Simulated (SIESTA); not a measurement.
Band structure of YMg6Ga (Amm2, 8 atoms in the cell).

```
YMg6Ga
1.0
    5.05190     0.00000     0.00000
    0.00000     3.33935     5.75643
    0.00000    -3.33935     5.75643
Y Mg Ga
1 6 1
Direct
  0.50000   0.32495   0.32495
  0.50000   0.83793   0.32497
  0.50000   0.32497   0.83793
  0.50000   0.83579   0.83579
  0.00000   0.67715   0.16171
  0.00000   0.16171   0.67715
  0.00000   0.66745   0.66745
  0.00000   0.17005   0.17005
```

Method of the run: LDA PW92, numerical atomic orbitals DZP, PseudoDojo LDA standard norm-conserving potentials (rewritten from UPF to PSML) (SIESTA).

Settings: XC.functional = LDA; XC.authors = PW92; potentials = PseudoDojo LDA standard; PAO.BasisSize = DZP; PAO.EnergyShift = 0.01 Ry; MeshCutoff = 300 Ry; kgrid.MonkhorstPack = 4 3 3; OccupationFunction = FD; ElectronicTemperature = 100 meV; MaxSCFIterations = 150; SCF.Mixer.Method = Pulay; SCF.Mixer.Weight = 0.25; SCF.Mixer.History = 6; SCF.DM.Tolerance = 1.0E-05.

The starting cell comes from a database of computed structures (which also holds hypothetical and non-ambient phases and stackings), without a prior relaxation at this level. Its lattice was rescaled by a random factor within 2.5 % of one. Values carry the incompleteness of an atom-centred basis.

Levels in eV from the Fermi level, bands 38 to 43:
```csv
point,38,39,40,41,42,43
Γ,-2.33,-1.97,-1.87,-1.20,-0.58,0.24
X,-1.43,-0.95,-0.95,-0.33,0.23,0.45
S,-1.09,-0.95,-0.50,-0.16,0.30,0.42
R,-2.84,-2.04,-1.76,-1.58,0.23,0.75
A,-3.63,-3.11,-0.46,-0.46,-0.20,0.02
Z,-1.62,-1.42,-1.33,-1.20,-1.02,-1.00
Y,-1.16,-0.91,-0.47,-0.37,0.33,0.49
X1,-1.43,-0.95,-0.95,-0.33,0.23,0.45
A1,-3.63,-3.11,-0.46,-0.46,-0.20,0.02
T,-2.61,-2.53,-1.86,-1.53,0.25,0.58
```

Bands cross the Fermi level along this path, so the cell is metallic at this level.

Higher empty bands are left out: an atom-centred basis made for the valence describes them poorly.
